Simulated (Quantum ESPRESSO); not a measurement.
A series of runs on NbSb2 (C2/m, 6 atoms in the cell)

```xyz
6
Lattice="5.1195 -1.8159 0.0000 5.1195 1.8159 0.0000 -4.1753 0.0000 7.2115" Properties=species:S:1:pos:R:3 pbc="T T T"
Sb     1.3412     0.0000     0.1947
Sb     4.7225     0.0000     7.0168
Nb     7.3622     0.0000     2.1923
Nb    -1.2985     0.0000     5.0192
Sb     4.4615     0.0000     2.8341
Sb     1.6021     0.0000     4.3774
```

Base run A: PBEsol, PSlibrary PAW (PBE) pseudopotentials (Quantum ESPRESSO 7.5), self-consistent single point.

Its settings: ecutwfc = 55 Ry; ecutrho = 330 Ry; occupations = smearing; smearing = marzari-vanderbilt; degauss = 0.0073499 Ry; input_dft = pbesol; potentials = {Sb: Sb.pbe-n-kjpaw_psl.1.0.0.UPF, Nb: Nb.pbe-spn-kjpaw_psl.1.0.0.UPF}; K_POINTS = automatic 5 5 3 0 0 0; conv_thr = 1e-09 Ry.

The starting cell comes from a database of published, mostly measured structures (it also holds non-ambient and calculated ones), without a prior relaxation at this level. Spin polarisation is off. Without a gap this mesh is coarse (it stands for a supercell whose shortest vector is 18 Å).

ΔF is the free energy per atom less that of run A. 

```tsv
run	degauss	ΔF (meV/atom)	pressure (GPa)	largest force (eV/Å)	TS (meV/atom)
A	0.0073499 Ry	0.00	-0.78	0.759	0.2
B	0.000146997 Ry	-0.02	-0.78	0.758	0.0
C	0.000734986 Ry	-0.01	-0.78	0.758	0.0
D	0.0018375 Ry	0.02	-0.78	0.758	0.0
E	0.0036749 Ry	0.05	-0.78	0.758	0.0
F	0.011025 Ry	-0.06	-0.78	0.760	-0.1
G	0.0147 Ry	0.12	-0.78	0.758	-1.5
H	0.02205 Ry	1.59	-0.80	0.758	-6.5
I	0.036749 Ry	9.9	-0.97	0.722	-32.5
```

Run F against A: The free energy is nearly the same (within 1 meV/atom), the pressure stays at -0.78 GPa and the largest force moves little (0.759 to 0.760 eV/Å).

Run I against A: The free energy rises by 9.9 meV/atom, the pressure goes from -0.78 to -0.97 GPa and the largest force goes from 0.759 to 0.722 eV/Å.

Left out of this page: 1 run of the series unsound by tests on forces, stress, charge or solver warnings.
